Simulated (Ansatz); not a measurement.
Consider Li in the bcc (W type) structure (space group Im-3m, No. 229; relaxed with 0.1 eV smearing).

```
CELL_PARAMETERS angstrom
     -1.73873     1.73873     1.73873
      1.73873    -1.73873     1.73873
      1.73873     1.73873    -1.73873
ATOMIC_POSITIONS crystal
  Li 0.00000 0.00000 0.00000
```

Computed with Kohn–Sham DFT with the r2SCAN functional, run in Ansatz (a first-principles code) with PAW and 500 eV plane waves, without spin-orbit coupling.

Base values:

```
Quantity    Value
--------  -------
Pressure  0.0 GPa
```

Now apply this change: an isotropic linear strain of −0.91 %; the atoms relax in the strained cell.

Q: Estimate the effect on the pressure.

A: The pressure goes from zero to 0.4 GPa.

Q: What does the calculation give for the energy relative to the base after the change?

A: The energy rises by 0.7 meV/atom.

Whether these cells are dynamically stable was not tested.
